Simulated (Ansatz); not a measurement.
Band-edge transport in monolayers: monolayer SnS under several functionals (Ansatz, a program for electronic structure, without spin-orbit coupling). The PBE cell:

```yaml
crystal:
  lattice:
    - [4.07998, 0.00000, 0.00000]
    - [0.00000, 4.31556, 0.00000]
    - [0.00000, 0.00000, 18.86692]
  atoms:
    - { symbol: Sn, position: [0.75000, 0.89652, 0.57555] }
    - { symbol: Sn, position: [0.25000, 0.39652, 0.42445] }
    - { symbol: S, position: [0.25000, 0.47808, 0.56057] }
    - { symbol: S, position: [0.75000, 0.97808, 0.43943] }
```

| Functional | cell relaxed with | band gap | electron conductivity mass | hole conductivity mass |
|---|---|---|---|---|
| PBE | PBE | 1.50 eV | 0.21 mₑ | 0.28 mₑ |
| HSE06 | PBE | ? | ? | ? |

Problem. Given the cheaper levels, estimate the HSE06 row.

Solution. 
- HSE06, band gap: 2.08 eV
- HSE06, electron conductivity mass: 0.21 mₑ
- HSE06, hole conductivity mass: 0.26 mₑ

For the band gap, PBE gives 1.50 eV and HSE06 2.08 eV: PBE lies 28 % below.

Masses are for dilute carriers at 300 K, harmonic means over directions unless an axis is named. Spin-orbit coupling is left out.
